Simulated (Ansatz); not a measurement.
## Zn on the Si site + 1 H in silicon

The numbers are results of PBE, PAW (plane waves to 420 eV; Ansatz, a program for electronic structure), not measurements. Cell: 64 sites, 2×2×2; final energies on a 2×2×2 shifted mesh. Sites at the start: the Si site; H at the bond centre. Charged cells carry a point-charge image correction with potential alignment at far atoms. Dielectric constants: PBE linear response of the host. Host gap at this level: 0.61 eV. These values are not converged in cell size to better than tenths of an eV. Levels are measured in PBE's own, too narrow, gap. Spin–orbit coupling is left out. Each state is the lowest found from its start.

Formation energies E_f are given with the Fermi level at the valence-band maximum. Chemical conditions: host crystal and elements as references (Δμ(Si) = 0.00 eV, Δμ(Zn) = 0.00 eV, Δμ(H) = 0.00 eV; Zn taken from its element, since no compound that bounds it was computed at this level; H taken from its element, since no compound that bounds it was computed at this level; only phases computed here count, gases as isolated molecules at 0 K). Reference phases: H: H2 molecule in a box, Si: silicon, Zn: hcp Zn.

```
charge         moment (μB)  point group  largest move off a lattice site (Å)  image correction with alignment (eV)  E_f, host crystal and elements as references (eV)
------  ------------------  -----------  -----------------------------------  ------------------------------------  -------------------------------------------------
+1†     not spin-polarised            –                                 0.50                                  0.09                                                  –
0†                     1.0            –                                 0.54                                  0.00                                               1.82
−1      not spin-polarised           Cs                                 0.43                                  0.11                                               1.98
```

† Not settled in this cell, so no level is given: charge +1: a level filled in part, carriers not clearly localised, level within 0.1 eV of a band edge or past it; charge 0: a level filled in part, carriers not clearly localised.

Point groups are those of the whole cell at tolerances of 0.03 and 0.1 Å ("near" where only the looser one holds); none is given for unsettled states.

No other site or start that was run ended lower by more than 0.1 eV.
